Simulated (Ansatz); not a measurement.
Consider a periodic stack without vacuum, bcc Ta (1 1 1) on rock-salt PbTe (1 1 1) (film strained to the substrate, started from cuts of the bulks and a machine-learned relaxation; slabs Pb4Te4 and Ta10, which can lie off the formulas): substrate slab Pb4Te4, film Ta10, surface cells [[0, 1], [-1, 0]] and [[0, -1], [1, 0]], film strained by -1.0 and -1.0 %, outermost planes Te/Pb and Ta/Ta as cut, which need not be the usual terminations and can put a slab off its formula. Its start:

```
CELL_PARAMETERS angstrom
      4.64655     0.00000     0.00944
     -2.32328     4.02403     0.00029
     -1.30027    -0.29925    26.35821
ATOMIC_POSITIONS crystal
  Pb 0.24368 0.78376 0.11612
  Pb 0.62661 0.48039 0.25972
  Pb 0.00506 0.15726 0.40341
  Pb 0.32337 0.67889 0.55698
  Te 0.55275 0.41906 0.04387
  Te 0.93777 0.13328 0.18570
  Te 0.31711 0.82141 0.32988
  Te 0.70967 0.51978 0.47455
  Ta 0.31603 0.66712 0.66647
  Ta 0.64126 0.33195 0.62757
  Ta 0.66858 0.33684 0.73336
  Ta 0.99102 0.00241 0.69272
  Ta 0.02306 0.00435 0.80703
  Ta 0.34638 0.67045 0.77263
  Ta 0.37921 0.67395 0.88423
  Ta 0.70092 0.33872 0.84423
  Ta 0.73170 0.34300 0.94780
  Ta 0.05641 0.00878 0.91449
```

The start was prepared with a machine-learned potential, and the result is one local minimum, with the in-plane cell held and forces under 0.04 eV/Å; the film can end far from its bulk form.

Computed with PBE (plane waves to 420 eV, PAW; Ansatz, a quantum-chemistry and plane-wave program). Spin–orbit coupling is left out; the runs are not spin-polarised. Its k-point mesh 8×8×1, Fermi–Dirac width 0.05 eV.

### Question
Predict the relaxed interface.

### Answer
```
Item                                                                                       Result
--------------------------------------------------------------------------------  ---------------
interface area                                                                            18.7 Å²
period                                                                                    25.81 Å
heights between the nearest atoms of the two slabs at the two interfaces          2.11 and 1.88 Å
Pb–Ta contacts across the interfaces within 1.22 times the sum of covalent radii   4, mean 3.31 Å
Ta–Te contacts across the interfaces within 1.22 times the sum of covalent radii   4, mean 3.15 Å
```
